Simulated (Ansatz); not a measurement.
ZnS: response to strain

Start from ZnS in the zinc blende structure (space group F-43m, No. 216; a = 5.297 Å). Axes: x, y, z lie along the cube axes.

Strains are applied to the cell and any free atomic positions relax; under biaxial strain the out-of-plane vector relaxes too.

All numbers come from LDA, PAW, 420 eV (Ansatz, a quantum-chemistry and plane-wave program; no SOC).

Notes on the quantities. energy relative to the base: free energy F.

| biaxial strain, plane normal [001], relaxed out of plane (%) | energy relative to the base (meV/atom) |
|---|---|
| 0 | 0.0 |
| 0.5 | 0.3 |
| 1 | 1.1 |
| 1.5 | 2.6 |
| 2 | 4.5 |
| 2.5 | ? |
| 3 | 9.9 |

Problem. Fit ΔE = Aε² + Bε³ (ε in %) to the rows shown and predict the withheld row.

Solution. Least squares on the printed values gives A = 1.18 and B = -0.026 meV/atom (largest residual 0.1 meV/atom); this predicts 7.0 meV/atom, and the run gives 6.9 meV/atom, in agreement.

Stability against distortions was not tested.
